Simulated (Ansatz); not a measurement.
A user runs Ansatz (an electronic-structure program) on Cs (P6_3/mmc, 4 atoms in the cell) and asks whether the run is sound. The aim is a self-consistent single point with DFT, PBEsol, plane waves, default PAW files made with PBE.

Input:

Ansatz 0.2 input:
```yaml
crystal:
  lattice:
    - [5.504626, 0.000000, 0.000000]
    - [-2.752314, 4.767147, 0.000000]
    - [0.000000, 0.000000, 17.711173]
  atoms:
    - { symbol: Cs, position: [0.000000, 0.000000, 0.000000] }
    - { symbol: Cs, position: [0.000000, 0.000000, 0.500000] }
    - { symbol: Cs, position: [0.333333, 0.666667, 0.250000] }
    - { symbol: Cs, position: [0.666667, 0.333333, 0.750000] }
basis:
  ecutwfc: 60
kpoints:
  mp_grid: { grid: [9, 9, 3] }
hamiltonian:
  xc: pbesol
  pseudopotentials: { kind: paw }
scf:
  occupations: { method: gaussian, width: 0.0147 Ry }
output:
  forces: true
  eigenvalues: true
  stress: true
```

Log, with long lists cut:

```
   [... lines left out ...]
WARN ansatz: RAYON_NUM_THREADS=1 ignored (pool sized by the plan → 1); use --threads N
Pseudopotentials: kind: paw
Pseudopotential: Cs, paw, valence charge 9
Crystal: 4 atoms, lattice volume = 464.765 Å³
Basis set: ecut = 60 eV, 503 PW (Γ), exchange–correlation on 30×30×90 points (8 copies of the dense FFT grid, shifted against one another)
Bands: 22, of which v1, the nominal top of the filled ones, is band 18 counted from 1 (17 counted from 0)
Symmetry: 24 space group operations
Space group: P63/mmc (ITA 194), of the structure as read, at distance tolerance 7.7e-5 Å
k-points: 24 of 243
PAW frozen core: Cs, regenerated for the run's functional, and the local potential with it
Initial density: superposition of atomic densities (neutral atoms: chi_scale 0, normalization atom), corrected by the library's trained network
Initial wavefunctions: pseudopotential atomic-orbital guess
Eigensolver: davidson
Functional: x = pbesol(κ = 0.804, μ = 0.12345679012345678), c = pbesol(β = 0.046)
SCF iter   1: F=—  HF=-22295.024639 eV  |F-HF|=—  |Δ(HF+E_count)|=         —  Δρ=4.53e-2  dr2=6.94e0  ethr=1.77e-3  ⟨swp⟩=5.6  Hψ=2432  notcnv=0
all-band conjugate gradients solve this SCF's bands
preconditioner: auto → Kerker (q_TF=auto, 1.781 Å⁻¹)
SCF iter   2: F=—  HF=-22294.164925 eV  |F-HF|=—  |Δ(HF+E_count)|=   8.60e-1  Δρ=2.41e-2  dr2=2.17e0  ethr=1.77e-3  ⟨swp⟩=2.0  Hψ=1206  notcnv=0
   [... lines left out ...]
SCF iter   7: F=—  HF=-22293.415195 eV  |F-HF|=—  |Δ(HF+E_count)|=   7.49e-2  Δρ=1.62e-5  dr2=2.92e-6  ethr=2.92e-8  ⟨swp⟩=2.9  Hψ=1043  notcnv=0
SCF iter   8: F=—  HF=-22293.415195 eV  |F-HF|=—  |Δ(HF+E_count)|=   4.26e-7  Δρ=6.91e-6  dr2=8.86e-7  ethr=8.10e-9  ⟨swp⟩=2.2  Hψ=975  notcnv=0
SCF iter   9: F=-22293.415195 eV  HF=-22293.415195 eV  |F-HF|=1.44e-9  |Δ(HF+E_count)|=   2.28e-7  Δρ=1.51e-6  dr2=3.66e-8  ethr=2.78e-10  ⟨swp⟩=6.8  Hψ=2421  notcnv=0
SCF 1 converged in 9 iterations: F = -22293.415195 eV  dr2 = 3.66e-8
Free energy (F): -22293.415195 eV
Internal energy: -22293.314385 eV  (E = F + TS)
E sigma→0 (E₀):  -22293.364790 eV
Entropy (-TS):   -0.100811 eV (-25.203 meV/atom)
Fermi energy:    2.402839 eV
--- Forces (eV/Å), atoms counted from 1 ---
  atom   1  Cs    -0.00000000     0.00000000     0.00000000
   [... zero for the other atoms too ...]
--- Stress (GPa, compression-positive) ---
       -0.365570      -0.000000       0.000000
       -0.000000      -0.365570      -0.000000
        0.000000      -0.000000      -0.159620
  P = ⅓ Tr σ = -0.2969 GPa (-2.969 kbar)
  The stress holds the Pulay correction. Without it, at fixed plane waves, as pw.x and ABINIT print it: P = -26.2813 GPa
```

Problem. Is anything amiss in this input, and did it matter?

Solution. The run is not sound. The fault is this: a cutoff meant in Ry typed as a bare number, read as eV. A bare number is read in the key's own unit, and eV, Ry (13.6 eV) and Ha (27.2 eV) lie far apart, so the setting ends up far from the one that was meant. To fix it, convert the value to the unit that the key expects. The run converged in 9 iterations without an error; against the sound input the free energy goes up by 12.5 eV/atom and the pressure goes from -0.12 to -0.30 GPa. At a fixed set of plane waves, without the program's Pulay estimate, the pressure is -26.28 GPa against -0.12 GPa.

An input that runs soundly differs in these lines (not the only fix; some lines may just follow from the change or write a value another way):
```diff
-basis:
-  ecutwfc: 60
```

With that input, the run converged in 7 iterations: free energy E − TS (on the zero of these files) -22343.2194 eV; Fermi level (on the code's own zero) 2.11 eV; pressure -0.12 GPa (DFT, PBEsol, plane waves, default PAW files made with PBE).

On the sound input: the starting cell was generated: these elements placed on a structure prototype, without a prior relaxation; it need not be a known phase or ordering of this composition. Its lattice was rescaled by a random factor within 2.5 % of one. Ansatz's pressure includes its estimate of the finite-basis (Pulay) stress.
